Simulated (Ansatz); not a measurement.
## Response to strain in SrTiO3

Take SrTiO3 in the cubic perovskite structure (space group Pm-3m, No. 221; a = 3.854 Å) as the base. Axes: x, y, z lie along the cube axes.

Strains are applied to the cell and any free atomic positions relax; under biaxial strain the out-of-plane vector relaxes too.

The values are results of Kohn–Sham DFT with the LDA functional, run in Ansatz (a first-principles code) with PAW and 420 eV plane waves, no SOC, not measurements.

| biaxial strain, plane normal [001], relaxed out of plane (%) | out-of-plane strain (%) |
|---|---|
| -3 | 1.89 |
| -2.4 | 1.49 |
| -1.8 | 1.10 |
| -1.2 | ? |
| -0.6 | 0.35 |
| 0 | 0.00 |

**Question.** Fit ε⊥ = −νε + γε² (strains in %) to the rows shown and predict the withheld row.

**Answer.** Least squares on the printed values gives ν = 0.58 (the biaxial Poisson response) and γ = 0.017 (largest residual 0.00 %); this predicts 0.72 %, and the run gives 0.72 %, in agreement.

No phonon test of stability was made. The final runs are not spin-polarised. Many cubic perovskites are stable only at high temperature; tilts and polar distortions were not tested.
